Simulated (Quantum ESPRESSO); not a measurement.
Input and output of a self-consistent single point for Au (Fm-3m, 1 atom in the cell) (Quantum ESPRESSO).

Computed with PBEsol, SSSP 1.1.2 precision (PBE) pseudopotentials (plane waves; Quantum ESPRESSO).

```xyz
1
Lattice="-2.0339 0.0000 2.0339 0.0000 2.0339 2.0339 -2.0339 2.0339 0.0000" Properties=species:S:1:pos:R:3 pbc="T T T"
Au     0.0000     0.0000     0.0000
```

Reference input (self-consistent single point, DFT, PBEsol, plane waves, SSSP 1.1.2 precision (PBE) pseudopotentials): ecutwfc = 75 Ry; occupations = smearing; smearing = fermi-dirac; degauss = 0.0073499 Ry; input_dft = pbesol; potentials = {Au: Au_ONCV_PBE-1.0.oncvpsp.upf}; K_POINTS = automatic 14 14 14 0 0 0; conv_thr = 1e-10 Ry; mixing_beta = 0.4. This run's input differs from it in these lines:

```diff
@@ -17,3 +17,3 @@
  smearing = 'fermi-dirac',
- degauss = 0.0073499,
+ degauss = 0.0036749,
  input_dft = 'pbesol',
@@ -29,3 +29,3 @@
 K_POINTS automatic
-14 14 14  0 0 0
+23 23 23  0 0 0
```

Log, with long lists cut:

```
     Self-consistent Calculation

     iteration #  1     ecut=    75.00 Ry     beta= 0.40

---- Real-time Memory Report at c_bands before calling an iterative solver
           145 MiB given to the printing process from OS
           112 MiB allocation reported by mallinfo(arena+hblkhd)
------------------

     Threshold (ethr) on eigenvalues was too large:
     Diagonalizing with lowered threshold

---- Real-time Memory Report at c_bands before calling an iterative solver
           149 MiB given to the printing process from OS
           113 MiB allocation reported by mallinfo(arena+hblkhd)
------------------

   [... lines left out ...]

---- Real-time Memory Report at c_bands before calling an iterative solver
           151 MiB given to the printing process from OS
           117 MiB allocation reported by mallinfo(arena+hblkhd)
------------------

     total energy              =    -274.46801283 Ry
     estimated scf accuracy    <          1.2E-09 Ry

     iteration #  7     ecut=    75.00 Ry     beta= 0.40

---- Real-time Memory Report at c_bands before calling an iterative solver
           151 MiB given to the printing process from OS
           118 MiB allocation reported by mallinfo(arena+hblkhd)
------------------
     End of self-consistent calculation

     the Fermi energy is    20.8780 ev

!    total energy              =    -274.46801283 Ry
     estimated scf accuracy    <          1.1E-11 Ry
     smearing contrib. (-TS)   =      -0.00023432 Ry
     internal energy E=F+TS    =    -274.46777852 Ry

     convergence has been achieved in   7 iterations

     Forces acting on atoms (cartesian axes, Ry/au):

     atom    1 type  1   force =     0.00000000    0.00000000    0.00000000

     Total force =     0.000000     Total SCF correction =     0.000000

          total   stress  (Ry/bohr**3)                   (kbar)     P=       10.81
   0.00007345  -0.00000000  -0.00000000           10.81       -0.00       -0.00
  -0.00000000   0.00007345   0.00000000           -0.00       10.81        0.00
  -0.00000000   0.00000000   0.00007345           -0.00        0.00       10.81

   JOB DONE.
```

The run converged in 7 iterations. Against the reference run the free energy goes up by 2.8 meV/atom and the pressure goes from 1.20 to 1.08 GPa.

The starting cell has typed, rounded lattice constants, without a prior relaxation at this level. Its lattice was rescaled by up to half a per cent.

Cost on one core of a shared machine: roughly 60 s.
